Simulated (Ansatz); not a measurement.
Defect: Sb-vacancy pair (Sb on one host Si site, one Si site vacant) in silicon, charge state +1. All values below come from PBE, PAW (plane waves to 420 eV; Ansatz, an electronic-structure program).

Settings: 216 host sites, the relaxed PBE lattice, one k-point at (0.250, 0.250, 0.250), smearing 0.01 eV, spin-restricted, no image-charge correction. Energies are static. Spin-orbit coupling is left out. The charge state is imposed; whether it is stable for some Fermi level was not computed. Forms of the defect that were not tried may lie lower.

Barriers: single points on a 2×2×2 k-point mesh shifted by half a step at the bands' geometries (they differ from the bands' own by up to 0.12 eV, and are uncertain by about as much).

Relaxed starting cell (atoms counted from 1):

```
CELL_PARAMETERS angstrom
     16.41000     0.00000     0.00000
      0.00000    16.41000     0.00000
      0.00000     0.00000    16.41000
ATOMIC_POSITIONS crystal
  Sb 0.01552 0.01547 0.18219
  Si 0.99997 0.00005 0.50023
  Si 0.99974 0.99981 0.83313
  Si 0.99996 0.33361 0.16668
  Si 0.00003 0.33346 0.50010
  Si 0.99997 0.33331 0.83311
  Si 0.99974 0.66649 0.16644
  Si 0.99998 0.66645 0.49996
  Si 0.99981 0.66617 0.83281
  Si 0.33353 0.00004 0.16665
  Si 0.33340 0.00014 0.50009
  Si 0.33327 0.00005 0.83308
  Si 0.33339 0.33346 0.16675
  Si 0.33358 0.33364 0.50027
  Si 0.33306 0.33313 0.83374
  Si 0.33327 0.66645 0.16668
  Si 0.33306 0.66711 0.49976
  Si 0.33303 0.66665 0.83327
  Si 0.66642 0.99980 0.16644
  Si 0.66640 0.00004 0.49996
  Si 0.66612 0.99990 0.83282
  Si 0.66641 0.33331 0.16668
  Si 0.66703 0.33313 0.49978
  Si 0.66657 0.33310 0.83328
  Si 0.66610 0.66617 0.16652
  Si 0.66657 0.66664 0.49974
  Si 0.66634 0.66640 0.83304
  Si 0.08240 0.24692 0.08667
  Si 0.08471 0.25024 0.41687
  Si 0.08336 0.24998 0.74999
  Si 0.08319 0.58324 0.08332
  Si 0.08335 0.58335 0.41662
  Si 0.08303 0.58308 0.74971
  Si 0.08432 0.91328 0.07990
  Si 0.08238 0.92002 0.41355
  Si 0.08320 0.91669 0.74987
  Si 0.41620 0.24965 0.08386
  Si 0.41737 0.25060 0.41723
  Si 0.41659 0.24996 0.75033
  Si 0.41651 0.58304 0.08340
  Si 0.41658 0.58370 0.41660
  Si 0.41647 0.58337 0.75000
  Si 0.41664 0.91653 0.08316
  Si 0.41620 0.91724 0.41628
  Si 0.41651 0.91677 0.74967
  Si 0.74961 0.25032 0.08329
  Si 0.75048 0.24940 0.41604
  Si 0.75015 0.24977 0.74993
  Si 0.74961 0.58299 0.08320
  Si 0.75015 0.58329 0.41641
  Si 0.74988 0.58314 0.74978
  Si 0.74906 0.91622 0.08285
  Si 0.74959 0.91664 0.41697
  Si 0.74961 0.91657 0.74962
  Si 0.99964 0.16662 0.99973
  Si 0.00757 0.16508 0.33163
  Si 0.00008 0.16652 0.66672
  Si 0.99983 0.49991 0.99999
  Si 0.00008 0.50008 0.33316
  Si 0.00001 0.49974 0.66639
  Si 0.99874 0.83200 0.99863
  Si 0.99961 0.83306 0.33326
  Si 0.99983 0.83335 0.66655
  Si 0.33151 0.16667 0.00177
  Si 0.33436 0.16744 0.33405
  Si 0.33341 0.16676 0.66693
  Si 0.33300 0.49977 0.00011
  Si 0.33340 0.50029 0.33339
  Si 0.33321 0.50010 0.66674
  Si 0.33315 0.83335 0.99998
  Si 0.33153 0.83513 0.33331
  Si 0.33300 0.83350 0.66640
  Si 0.66665 0.16636 0.00002
  Si 0.66662 0.16637 0.33301
  Si 0.66711 0.16671 0.66619
  Si 0.66635 0.49968 0.99989
  Si 0.66710 0.49956 0.33336
  Si 0.66660 0.49983 0.66647
  Si 0.66595 0.83289 0.99951
  Si 0.66665 0.83338 0.33300
  Si 0.66635 0.83326 0.66632
  Si 0.08351 0.08357 0.58325
  Si 0.08302 0.08305 0.91665
  Si 0.08350 0.41662 0.25021
  Si 0.08368 0.41666 0.58331
  Si 0.08290 0.41568 0.91766
  Si 0.08300 0.75001 0.24969
  Si 0.08291 0.75103 0.58231
  Si 0.08301 0.74940 0.91603
  Si 0.41653 0.08358 0.25020
  Si 0.41661 0.08373 0.58330
  Si 0.41560 0.08298 0.91767
  Si 0.41660 0.41667 0.25037
  Si 0.41684 0.41690 0.58354
  Si 0.41638 0.41644 0.91688
  Si 0.41560 0.75104 0.24961
  Si 0.41637 0.75025 0.58307
  Si 0.41641 0.74992 0.91655
  Si 0.74993 0.08307 0.24971
  Si 0.75098 0.08298 0.58230
  Si 0.74935 0.08306 0.91605
  Si 0.75097 0.41567 0.24961
  Si 0.75019 0.41644 0.58308
  Si 0.74986 0.41647 0.91656
  Si 0.74932 0.74940 0.24970
  Si 0.74986 0.74992 0.58311
  Si 0.74965 0.74972 0.91635
  Si 0.16661 0.99969 0.99967
  Si 0.16509 0.00740 0.33179
  Si 0.16646 0.00015 0.66671
  Si 0.16661 0.33161 0.00175
  Si 0.16736 0.33441 0.33405
  Si 0.16669 0.33346 0.66694
  Si 0.16629 0.66672 0.00001
  Si 0.16629 0.66670 0.33299
  Si 0.16666 0.66717 0.66619
  Si 0.49984 0.99990 0.99998
  Si 0.50000 0.00015 0.33315
  Si 0.49970 0.00009 0.66638
  Si 0.49970 0.33306 0.00012
  Si 0.50024 0.33347 0.33340
  Si 0.50004 0.33327 0.66674
  Si 0.49962 0.66642 0.99988
  Si 0.49949 0.66716 0.33335
  Si 0.49976 0.66667 0.66646
  Si 0.83196 0.99882 0.99867
  Si 0.83299 0.99971 0.33328
  Si 0.83328 0.99990 0.66654
  Si 0.83329 0.33320 0.00000
  Si 0.83507 0.33158 0.33333
  Si 0.83341 0.33307 0.66641
  Si 0.83282 0.66604 0.99952
  Si 0.83331 0.66672 0.33299
  Si 0.83319 0.66642 0.66632
  Si 0.25016 0.25023 0.25140
  Si 0.25053 0.25060 0.58406
  Si 0.24933 0.24938 0.91719
  Si 0.24991 0.58335 0.25006
  Si 0.24990 0.58369 0.58329
  Si 0.24971 0.58329 0.91685
  Si 0.24684 0.92001 0.24909
  Si 0.24959 0.91724 0.58290
  Si 0.25029 0.91663 0.91628
  Si 0.58328 0.24999 0.25005
  Si 0.58364 0.24996 0.58329
  Si 0.58323 0.24977 0.91686
  Si 0.58301 0.58308 0.24972
  Si 0.58330 0.58337 0.58317
  Si 0.58308 0.58314 0.91658
  Si 0.58316 0.91669 0.24989
  Si 0.58299 0.91677 0.58320
  Si 0.58291 0.91657 0.91630
  Si 0.91999 0.24689 0.24915
  Si 0.91716 0.24965 0.58292
  Si 0.91658 0.25031 0.91631
  Si 0.91662 0.58324 0.24989
  Si 0.91670 0.58304 0.58321
  Si 0.91650 0.58299 0.91632
  Si 0.91321 0.91330 0.25099
  Si 0.91646 0.91653 0.58335
  Si 0.91615 0.91622 0.91577
  Si 0.16502 0.16509 0.17411
  Si 0.16735 0.16742 0.50106
  Si 0.16630 0.16637 0.83333
  Si 0.16645 0.50008 0.16678
  Si 0.16669 0.50029 0.50009
  Si 0.16665 0.49956 0.83380
  Si 0.16659 0.83304 0.16631
  Si 0.16662 0.83512 0.49823
  Si 0.16630 0.83338 0.83335
  Si 0.50000 0.16652 0.16677
  Si 0.50023 0.16676 0.50010
  Si 0.49950 0.16672 0.83379
  Si 0.49969 0.49973 0.16671
  Si 0.50004 0.50011 0.49991
  Si 0.49976 0.49983 0.83330
  Si 0.49984 0.83335 0.16653
  Si 0.49970 0.83350 0.49969
  Si 0.49962 0.83326 0.83305
  Si 0.83302 0.16663 0.16637
  Si 0.83508 0.16668 0.49821
  Si 0.83331 0.16635 0.83336
  Si 0.83328 0.49991 0.16653
  Si 0.83341 0.49977 0.49971
  Si 0.83319 0.49968 0.83306
  Si 0.83192 0.83200 0.16544
  Si 0.83329 0.83335 0.49985
  Si 0.83282 0.83289 0.83266
  Si 0.24681 0.08250 0.08667
  Si 0.25017 0.08480 0.41687
  Si 0.24992 0.08341 0.74999
  Si 0.24958 0.41628 0.08387
  Si 0.25054 0.41742 0.41724
  Si 0.24990 0.41665 0.75033
  Si 0.25029 0.74965 0.08327
  Si 0.24932 0.75055 0.41602
  Si 0.24971 0.75022 0.74992
  Si 0.58316 0.08326 0.08332
  Si 0.58328 0.08342 0.41662
  Si 0.58303 0.08309 0.74972
  Si 0.58300 0.41655 0.08341
  Si 0.58363 0.41666 0.41660
  Si 0.58330 0.41653 0.75000
  Si 0.58291 0.74968 0.08320
  Si 0.58322 0.75022 0.41640
  Si 0.58308 0.74995 0.74977
  Si 0.91328 0.08434 0.08000
  Si 0.91999 0.08250 0.41351
  Si 0.91663 0.08325 0.74987
  Si 0.91646 0.41672 0.08317
  Si 0.91716 0.41629 0.41629
  Si 0.91670 0.41656 0.74970
  Si 0.91615 0.74914 0.08286
  Si 0.91658 0.74966 0.41698
  Si 0.91650 0.74968 0.74962
```
Cell charge +1.

End state 1 differs by these moves (Å; atoms that move under 0.08 Å are left out):

| atom | element | Δx | Δy | Δz |
|---|---|---|---|---|
| 1 | Sb | 0.85 | 0.86 | 0.85 |
| 28 | Si | 0.02 | 0.05 | -0.06 |
| 34 | Si | -0.14 | 0.08 | 0.08 |
| 56 | Si | -0.14 | 0.08 | 0.08 |
| 108 | Si | -0.06 | 0.02 | 0.05 |
| 109 | Si | 0.08 | -0.14 | 0.08 |
| 127 | Si | 0.05 | 0.02 | -0.06 |
| 159 | Si | 0.08 | 0.08 | -0.14 |
| 162 | Si | 0.08 | 0.08 | -0.14 |
| 168 | Si | -0.06 | 0.05 | 0.02 |
| 189 | Si | 0.05 | 0.02 | -0.06 |
| 207 | Si | 0.08 | -0.14 | 0.08 |
| 208 | Si | -0.06 | 0.02 | 0.05 |

Task: Give the forward and backward barriers to end state 1 at the level PBE, PAW.

Result: forward 0.14 eV, backward 0.14 eV; at the saddle point atom 1 has neighbours 3 Si at 2.93, 3 Si at 2.94 Å. The saddle point's order was not checked, and it lies on a symmetry element of the cell, where a band can be held.
